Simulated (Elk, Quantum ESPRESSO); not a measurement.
**NdCu₂Ge₂ (I4/mmm, 5 atoms in the cell) computed with different codes at matched settings**

Self-consistent single point, at a second geometry (lattice scaled by 0.98). First geometry:

```xyz
5
Lattice="2.0687 -2.0687 5.0828 2.0687 2.0687 5.0828 -2.0687 -2.0687 5.0828" Properties=species:S:1:pos:R:3 pbc="T T T"
Nd     0.0000     0.0000     0.0000
Cu    -2.0687     0.0000     2.5414
Cu     0.0000     2.0687     2.5414
Ge     0.0000     0.0000     6.3383
Ge     0.0000     0.0000     3.8274
```
Moments meant for the start (each program seeds them in its own way; μB, in the order of the atoms Nd Cu Cu Ge Ge): 3.0 0.0 0.0 0.0 0.0.

Shared settings, as Quantum ESPRESSO writes them: occupations = smearing; smearing = gauss; degauss = 0.0073499 Ry; nspin = 2; K_POINTS = automatic 5 5 5 0 0 0. Potentials and cutoffs stand in the table.

| code | model | size of the net moment (μB/atom) | cutoff |
|---|---|---|---|
| Quantum ESPRESSO | PBEsol, SSSP 1.1.2 efficiency (PBE) pseudopotentials | 0.65 | 50 Ry |
| Elk | PBEsol, all-electron FP-LAPW, Elk's shipped species files, LAPW+lo basis | 0.66 | rgkmax 7.5 |

On Quantum ESPRESSO's run: spin-orbit coupling is off. With one magnetic atom in the cell only a parallel order is possible. With U or open f shells several self-consistent states can exist. The f electrons are in the valence without U or exact exchange, which can misplace them near the Fermi level. Spin-orbit terms, which matter for f shells, are left out.

The spread over the programs that give each value: size of the net moment within 0.01 μB/atom.

Elk treats all electrons, but the usual bases taken here (sphere radii, linearisation, local orbitals, empty states) were not tested for convergence, so the values are no reference for the others.

The starting cell comes from a database of computed structures (which also holds hypothetical and non-ambient phases and stackings), without a prior relaxation at this level. For this run, on top of that: lattice scaled by 0.98.

Left out of this page: Ansatz (unsound by tests on forces, stress, charge or solver warnings); FLEUR (failed or unconverged).
